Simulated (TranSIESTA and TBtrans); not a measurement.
Run with TranSIESTA and TBtrans (open boundaries, self-consistent; PseudoDojo norm-conserving potentials, scalar-relativistic): PAO.BasisSize DZP, PAO.EnergyShift 0.15 eV, XC.Authors PBE, Mesh.Cutoff 200 Ry, ElectronicTemperature 300 K, TS.Voltage 0.0 eV, TBT.Elecs.Eta 0.001 eV, no spin polarisation.

Device: Pb chain with one S atom inserted. Leads: straight Pb chain, spacing 2.708 Å. Geometry: 3 atoms about the centre moved by SIESTA (PBE, DZP) to a largest force of 0.01 eV/Å, all others as built, motion along the axis alone.

Question: Predict: conductance at 300 K (G0 = 2e²/h); mean T from −0.5 to 0.5 eV.

Answer: conductance at 300 K (G0 = 2e²/h): 2.14; mean T from −0.5 to 0.5 eV: 2.04. The straight chain is held at its spacing; free chains may zigzag or dimerise. No spin-polarised start was tried, so a magnetic state, if there is one, is missed. Spin-orbit coupling, left out here, matters for the heavy atoms.
